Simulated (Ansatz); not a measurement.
**WTe2 (P-6m2, No. 187, 3 atoms in the cell; start mp-1023926; a measured phase of this formula has another space group)**

Level of theory: PBEsol in Ansatz (PAW).

Numerical settings: plane-wave cutoff 500 eV, 12×12×1 k mesh (along the axes of the cell as run), gaussian smearing 0.02 eV, no spin polarisation, scalar-relativistic PAW data made under PBE.

Cell (relaxed at this level):

```
WTe2
1.0
    3.49580     0.00000     0.00000
   -1.74790     3.02745     0.00000
    0.00000     0.00000    17.35770
Te W
2 1
Direct
  0.33333   0.66667   0.89573
  0.33333   0.66667   0.10427
  0.00000   0.00000   0.00000
```

```yaml
band_gap: 1.20 eV (on the SCF k mesh)
```

Note: the relaxation could not lower the start's symmetry, so the cell can be a saddle point above a distorted one; the cell has widely spaced layers and the level no dispersion term, so their spacing and the moduli can rest on weak binding.

Spin–orbit coupling is not included; with these elements it can move the gap by several tenths of an eV or more.

The computed numbers hold no vibrational or temperature effects.

The result took around 110 core-seconds (rough).

A start named mp-… is a Materials Project structure, which need not be a measured phase.

Ansatz is a first-principles code.
